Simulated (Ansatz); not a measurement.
Start from CuI in the wurtzite structure (space group P6_3mc, No. 186; a = 4.1870 Å, c = 6.8978 Å).

The same geometry is solved again with PBEsol+SOC.

Levels (all Ansatz, a program for electronic structure, PAW): PBEsol+SOC (420 eV, noncollinear with spin-orbit coupling); PBEsol (420 eV, without spin-orbit coupling).

Base, band edges from the VBM (valence, conduction): K -1.43, 3.03; H -1.24, 3.22; M -0.80, 2.55; L -1.32, 2.42; A -0.44, 2.35; Γ 0.00, 1.22 eV.

Problem. Give the band edges at the high-symmetry points of the new zone, measured from its valence-band maximum.

Solution. 
| point | valence edge (eV) | conduction edge (eV) |
|---|---|---|
| Γ | 0.00 | 1.05 |
| M | -0.97 | 2.37 |
| K | -1.59 | 2.85 |
| A | -0.48 | 2.18 |
| L | -1.45 | 2.24 |
| H | -1.40 | 3.01 |

The gap is 1.05 eV, direct at Γ.

Single points use the geometry relaxed with PBEsol. Differences between runs with and without spin-orbit coupling are approximate. Spin-orbit coupling, missing from the scalar runs, can matter with I. Whether these cells are dynamically stable was not tested. The runs without spin-orbit coupling are not spin-polarised. This is not the structure that CuI has at room temperature and ambient pressure.
